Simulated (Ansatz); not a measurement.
Input and output of a self-consistent single point for GeTe5Pb4 (R-3m, 10 atoms in the cell) (Ansatz, an electronic-structure program).

Computed with PBEsol, default PAW files made with PBE (plane waves; Ansatz).

```yaml
crystal:
  lattice:
    - [2.29027, 1.32229, 18.53221]
    - [-2.29027, 1.32229, 18.53221]
    - [0.00000, -2.64458, 18.53221]
  atoms:
    - { symbol: Ge, position: [0.00000, 0.00000, 0.00000] }
    - { symbol: Te, position: [0.69482, 0.69482, 0.69482] }
    - { symbol: Te, position: [0.30518, 0.30518, 0.30518] }
    - { symbol: Te, position: [0.50000, 0.50000, 0.50000] }
    - { symbol: Te, position: [0.09774, 0.09774, 0.09774] }
    - { symbol: Te, position: [0.90226, 0.90226, 0.90226] }
    - { symbol: Pb, position: [0.60354, 0.60354, 0.60354] }
    - { symbol: Pb, position: [0.39646, 0.39646, 0.39646] }
    - { symbol: Pb, position: [0.20109, 0.20109, 0.20109] }
    - { symbol: Pb, position: [0.79891, 0.79891, 0.79891] }
```

Reference input (self-consistent single point, DFT, PBEsol, plane waves, default PAW files made with PBE): basis.ecutwfc = 420 eV; kpoints.mp_grid.grid = 3 3 3; hamiltonian.xc = pbesol; hamiltonian.pseudopotentials = {kind: paw} (the program's default PAW files); scf.occupations.method = fixed. This run's input differs from it in these lines:

Ansatz 0.2 input:
```diff
@@ -17,3 +17,3 @@
 basis:
-  ecutwfc: 420.0 eV
+  ecutwfc: 295.0 eV
 kpoints:
```

Log, with long lists cut:

```
SCF iter   1: F=—  HF=-85782.860051 eV  |F-HF|=—  |Δ(HF+E_count)|=         —  Δρ=3.87e-3  dr2=7.36e-2  ethr=1.77e-3  ⟨swp⟩=5.0  Hψ=1680  notcnv=0  defer=67
all-band conjugate gradients solve this SCF's bands
preconditioner: auto → Resta (q_TF=auto, 2.384 Å⁻¹)
SCF iter   2: F=—  HF=-85782.828518 eV  |F-HF|=—  |Δ(HF+E_count)|=   3.15e-2  Δρ=2.09e-3  dr2=1.01e-1  ethr=4.91e-5  ⟨swp⟩=2.0  Hψ=941  notcnv=0  defer=75
   [... lines left out ...]
SCF iter   6: F=—  HF=-85782.821814 eV  |F-HF|=—  |Δ(HF+E_count)|=   2.36e-4  Δρ=4.19e-5  dr2=1.14e-5  ethr=6.37e-8  ⟨swp⟩=2.0  Hψ=790  notcnv=0  defer=50
SCF iter   7: F=—  HF=-85782.821816 eV  |F-HF|=—  |Δ(HF+E_count)|=   2.59e-6  Δρ=1.79e-5  dr2=3.22e-6  ethr=7.62e-9  ⟨swp⟩=2.0  Hψ=598  notcnv=0  defer=50
SCF iter   8: F=—  HF=-85782.821816 eV  |F-HF|=—  |Δ(HF+E_count)|=   2.74e-7  Δρ=6.62e-6  dr2=4.83e-7  ethr=2.15e-9  ⟨swp⟩=2.0  Hψ=594  notcnv=0  defer=50
SCF iter   9: F=-85782.821817 eV  HF=-85782.821817 eV  |F-HF|=7.32e-9  |Δ(HF+E_count)|=   7.81e-8  Δρ=1.93e-6  dr2=1.99e-8  ethr=6.67e-11  ⟨swp⟩=12.5  Hψ=2869  notcnv=0
SCF 1 converged in 9 iterations: F = -85782.821817 eV  dr2 = 1.99e-8
Free energy (F): -85782.821817 eV
Internal energy: -85782.821817 eV  (E = F + TS)
E sigma→0 (E₀):  -85782.821817 eV
Fermi energy:    7.985523 eV
--- Forces (eV/Å), atoms counted from 1 ---
  atom   1  Ge    -0.00000000     0.00000000     0.00000000
  atom   2  Te     0.00000000     0.00000000    -0.01302079
  atom   3  Te     0.00000000    -0.00000000     0.01302079
  atom   4  Te     0.00000000     0.00000000     0.00000000
  atom   5  Te     0.00000000    -0.00000000     0.00494806
  atom   6  Te    -0.00000000     0.00000000    -0.00494806
  atom   7  Pb    -0.00000000    -0.00000000    -0.00856556
  atom   8  Pb     0.00000000     0.00000000     0.00856556
  atom   9  Pb     0.00000000    -0.00000000     0.00678538
  atom  10  Pb     0.00000000     0.00000000    -0.00678538
--- Stress (GPa, compression-positive) ---
       -2.360380       0.000000      -0.000000
        0.000000      -2.360380       0.000000
       -0.000000       0.000000      -2.404463
  P = ⅓ Tr σ = -2.3751 GPa (-23.751 kbar)
  The stress holds the Pulay correction. Without it, at fixed plane waves, as pw.x and ABINIT print it: P = -6.4294 GPa
```

The run converged in 9 iterations. Against the reference run the free energy rises by 77.1 meV/atom, the pressure moves little (-2.31 to -2.38 GPa), the largest force hardly changes (0.014 to 0.013 eV/Å) and the gap on the mesh hardly changes (0.629 to 0.630 eV).

The starting cell comes from a database of computed structures (which also holds hypothetical and non-ambient phases and stackings), without a prior relaxation at this level. Spin-orbit coupling is off. Ansatz's pressure includes its estimate of the finite-basis (Pulay) stress. Without the estimate this run gives -6.43 GPa. The cutoff lies below the one recommended for these files.
